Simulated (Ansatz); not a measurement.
A self-consistent single point of a (110) slab of NbH (cut from a parent of space group no. 139; 10 atoms in the cell) with Ansatz (a program for electronic structure).

Level of theory: PBEsol, default PAW files made with PBE (plane waves; Ansatz).

```
NbH
1.0
    3.00189     0.00000     0.00000
   -3.40663     2.97448     0.00000
    0.00000     0.00000    23.04489
H Nb
5 5
Direct
  0.00000   0.50000   0.30375
  0.00000   0.00000   0.40188
  0.00000   0.50000   0.50000
  0.00000   0.00000   0.59812
  0.00000   0.50000   0.69625
  0.00000   0.00000   0.30375
  0.00000   0.50000   0.40188
  0.00000   0.00000   0.50000
  0.00000   0.50000   0.59812
  0.00000   0.00000   0.69625
```

Reference input (self-consistent single point, DFT, PBEsol, plane waves, default PAW files made with PBE): basis.ecutwfc = 30.9 Ry; kpoints.mp_grid.grid = 9 9 1; hamiltonian.xc = pbesol; hamiltonian.pseudopotentials = {kind: paw} (the program's default PAW files); scf.occupations.method = fermi_dirac; scf.occupations.width = 0.0073 Ry. This run's input differs from it in these lines:

Ansatz 0.2 input:
```diff
@@ -19,3 +19,3 @@
 kpoints:
-  mp_grid: { grid: [9, 9, 1] }
+  mp_grid: { grid: [8, 8, 1] }
 hamiltonian:
```

Output, abridged:

```
SCF iter   1: F=—  HF=-22554.975252 eV  |F-HF|=—  |Δ(HF+E_count)|=         —  Δρ=1.60e-2  dr2=1.21e1  ethr=1.77e-3  ⟨swp⟩=8.5  Hψ=4512  notcnv=0
all-band conjugate gradients solve this SCF's bands
preconditioner: auto → LDOS
SCF iter   2: F=—  HF=-22554.692328 eV  |F-HF|=—  |Δ(HF+E_count)|=   2.83e-1  Δρ=3.98e-3  dr2=1.17e-1  ethr=1.77e-3  ⟨swp⟩=2.4  Hψ=1409  notcnv=0  defer=2
   [... lines left out ...]
SCF iter   5: F=—  HF=-22554.684421 eV  |F-HF|=—  |Δ(HF+E_count)|=   1.83e-4  Δρ=1.16e-4  dr2=5.60e-5  ethr=1.68e-6  ⟨swp⟩=3.1  Hψ=1746  notcnv=0  defer=2
SCF iter   6: F=—  HF=-22554.684233 eV  |F-HF|=—  |Δ(HF+E_count)|=   1.87e-4  Δρ=3.95e-5  dr2=7.16e-6  ethr=8.00e-8  ⟨swp⟩=2.2  Hψ=1554  notcnv=0
SCF iter   7: F=—  HF=-22554.684234 eV  |F-HF|=—  |Δ(HF+E_count)|=   2.18e-7  Δρ=8.18e-6  dr2=3.78e-7  ethr=1.02e-8  ⟨swp⟩=2.6  Hψ=1709  notcnv=0
SCF iter   8: F=-22554.684234 eV  HF=-22554.684234 eV  |F-HF|=2.36e-8  |Δ(HF+E_count)|=   4.52e-8  Δρ=2.26e-6  dr2=3.94e-8  ethr=1.43e-10  ⟨swp⟩=13.0  Hψ=4364  notcnv=0
SCF 1 converged in 8 iterations: F = -22554.684234 eV  dr2 = 3.94e-8
Free energy (F): -22554.684234 eV
Internal energy: -22554.455282 eV  (E = F + TS)
E sigma→0 (E₀):  -22554.569758 eV
Entropy (-TS):   -0.228951 eV (-22.895 meV/atom)
Fermi energy:    6.410801 eV
--- Forces (eV/Å), atoms counted from 1 ---
  atom   1  H      0.00000000    -0.00000000    -0.10813946
  atom   2  H     -0.00000000     0.00000000     0.02691021
  atom   3  H      0.00000000    -0.00000000     0.00000000
  atom   4  H      0.00000000    -0.00000000    -0.02691021
  atom   5  H     -0.00000000     0.00000000     0.10813946
  atom   6  Nb     0.00000000     0.00000000     0.46567374
  atom   7  Nb     0.00000000     0.00000000    -0.01458718
  atom   8  Nb     0.00000000     0.00000000     0.00000000
  atom   9  Nb     0.00000000     0.00000000     0.01458718
  atom  10  Nb     0.00000000     0.00000000    -0.46567374
--- Stress (GPa, compression-positive) ---
       -6.066975      -0.040934      -0.000000
       -0.040934      -6.078115       0.000000
       -0.000000       0.000000      -2.561820
  P = ⅓ Tr σ = -4.9023 GPa (-49.023 kbar)
  The stress holds the Pulay correction. Without it, at fixed plane waves, as pw.x and ABINIT print it: P = -4.9529 GPa
```

The run converged in 8 iterations. Against the reference run the free energy goes up by 3.9 meV/atom and the largest force goes from 0.412 to 0.466 eV/Å.

The starting cell comes from a database of computed structures (which also holds hypothetical and non-ambient phases and stackings), without a prior relaxation at this level. The slab is cut from that crystal, and its faces are unrelaxed. Its lattice was rescaled by up to half a per cent. Spin polarisation is off.
